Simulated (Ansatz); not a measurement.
Consider PbI₂ in the 2H-MoS2 type structure (space group P6_3/mmc, No. 194; a = 4.273 Å, c = 14.362 Å; a hypothetical phase, not in the database extracts checked).

Now apply this change: cell and atoms relaxed at a pressure of 0.7 GPa.

Levels (all Ansatz, a quantum-chemistry and plane-wave program, PAW, earlier PAW set): PBEsol-D3(BJ) (420 eV, no spin-orbit coupling); HSE06 (420 eV, no spin-orbit coupling).

The geometry is relaxed with PBEsol-D3(BJ).

| Property | Result |
|---|---|
| PBEsol-D3(BJ) lowest conduction level above the VBM at special points | K 1.10 eV; M 1.43 eV; H 1.55 eV; Γ 2.56 eV |

With HSE06 at the same geometry, the lowest conduction level above the VBM at special points changes from K 1.10 eV; M 1.43 eV; H 1.55 eV; Γ 2.56 eV to K 1.67 eV; M 2.06 eV; H 2.13 eV; Γ 3.37 eV.

Single points use the geometry relaxed with PBEsol-D3(BJ). HSE06 was sampled on its mesh, a few special points and the semilocal edge points, so its gap is an upper bound. The levels and masses belong to the bands next to the band gap. Load acts through the strain it causes; cell and atoms are relaxed under it. No phonon test of stability was made.
